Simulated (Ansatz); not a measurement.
**CdTe, thickness series**

Start from CdTe in the rock salt structure (space group Fm-3m, No. 225; a = 5.9991 Å). Axes: x, y, z lie along the cube axes.

Free-standing slabs (2 atom(s) a layer) normal to the z axis with 15 Å of vacuum; in-plane cell held at bulk.

All numbers come from PBEsol in Ansatz (plane waves to 420 eV, PAW, no spin-orbit coupling).

Notes on the quantities. excess energy per area of both faces: slab less bulk energy over the cell's area: twice a surface energy; uncertain by up to 0.1 J/m²; layer's space group: with vacuum.

```json
[
 {"change": "base", "excess energy per area of both faces": "–", "thickness between the outermost nuclei": "–", "layer's space group": "–", "shortest interatomic distance": "3.000 Å"},
 {"change": "1 layer", "excess energy per area of both faces": "–", "thickness between the outermost nuclei": "–", "layer's space group": "P4/mmm (No. 123)", "shortest interatomic distance": "3.000 Å"},
 {"change": "2 layers", "excess energy per area of both faces": "0.41 J/m²", "thickness between the outermost nuclei": "3.43 Å", "layer's space group": "P4/nmm (No. 129)", "shortest interatomic distance": "2.857 Å"},
 {"change": "3 layers", "excess energy per area of both faces": "0.53 J/m²", "thickness between the outermost nuclei": "6.12 Å", "layer's space group": "P4/mmm (No. 123)", "shortest interatomic distance": "2.896 Å"},
 {"change": "4 layers", "excess energy per area of both faces": "0.5 J/m²", "thickness between the outermost nuclei": "9.33 Å", "layer's space group": "P4/nmm (No. 129)", "shortest interatomic distance": "2.898 Å"},
 {"change": "5 layers", "excess energy per area of both faces": "0.5 J/m²", "thickness between the outermost nuclei": "12.23 Å", "layer's space group": "P4/mmm (No. 123)", "shortest interatomic distance": "2.906 Å"},
 {"change": "6 layers", "excess energy per area of both faces": "0.5 J/m²", "thickness between the outermost nuclei": "15.28 Å", "layer's space group": "P4/nmm (No. 129)", "shortest interatomic distance": "2.909 Å"},
 {"change": "7 layers", "excess energy per area of both faces": "0.5 J/m²", "thickness between the outermost nuclei": "18.26 Å", "layer's space group": "P4/mmm (No. 123)", "shortest interatomic distance": "2.919 Å"}
]
```

Slab and bulk use different k-meshes, which limits the precision of the excess energy. Stability against distortions was not tested. The final runs are not spin-polarised. This is not the structure that CdTe has at room temperature and ambient pressure.

Ansatz is an electronic-structure program.
